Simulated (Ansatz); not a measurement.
Take GaP in the zinc blende structure (space group F-43m, No. 216; a = 5.506 Å) as the base.

Now apply this change: cell and atoms relaxed at a pressure of 15 GPa.

Levels (all Ansatz, a first-principles code, PAW): PBE (420 eV, no spin-orbit coupling); r2SCAN (500 eV, no spin-orbit coupling); HSE06 (420 eV, no SOC); PBE+SOC (420 eV, with spin-orbit coupling).

One geometry, relaxed with PBE, under each level:

Notes on the quantities. hole mass: degenerate bands, along [100].

The valence-band top lists the three highest levels at Γ (Kramers pairs under SOC), from the VBM.

| level | band gap | lowest conduction level above the VBM at special points | valence-band top at Γ | electron mass | hole mass | pressure |
|---|---|---|---|---|---|---|
| PBE | 1.37 eV | X 1.40 eV; L 2.01 eV; U 2.04 eV; K 2.04 eV | 0.00, 0.00, 0.00 eV | 1.3 mₑ along k, 0.22 mₑ across (off the special points) | 0.15, 0.33, 0.33 mₑ (at Γ) | 149.9 kbar |
| r2SCAN | 1.62 eV | X 1.66 eV; L 2.41 eV; U 2.33 eV; K 2.33 eV | – | 1.3 mₑ along k, 0.22 mₑ across (off the special points) | 0.16, 0.32, 0.32 mₑ (at Γ) | 125.6 kbar |
| HSE06 | ___ | ___ | – | – | – | – |
| PBE+SOC | 1.34 eV | X 1.37 eV; L 1.98 eV; U 2.01 eV; K 2.01 eV | 0.00, 0.00, -0.09 eV | 1.3 mₑ along k, 0.22 mₑ across (off the special points) | 0.18, 0.33 mₑ (at Γ) | 149.7 kbar |

**Question.** Give the withheld HSE06 results.

**Answer.** 
- HSE06, band gap: 2.02 eV
- HSE06, lowest conduction level above the VBM at special points: X 2.03 eV; L 2.89 eV; U 2.77 eV; Γ 3.81 eV

Single points use the geometry relaxed with PBE. Their cutoffs differ, which shifts pressures a little. HSE06 was sampled on its mesh, a few special points and the semilocal edge points, so its gap is an upper bound. The spin-orbit shifts are approximate. Load acts through the strain it causes; cell and atoms are relaxed under it. Effective masses come from finite differences of ±0.01 Å⁻¹. Along k means along the line from Γ to the band edge. Whether these cells are dynamically stable was not tested. Tetrahedral semiconductors of this kind turn to denser phases somewhere between about 1 and 50 GPa; those were not computed, so compressed cells here can lie past the real transition.
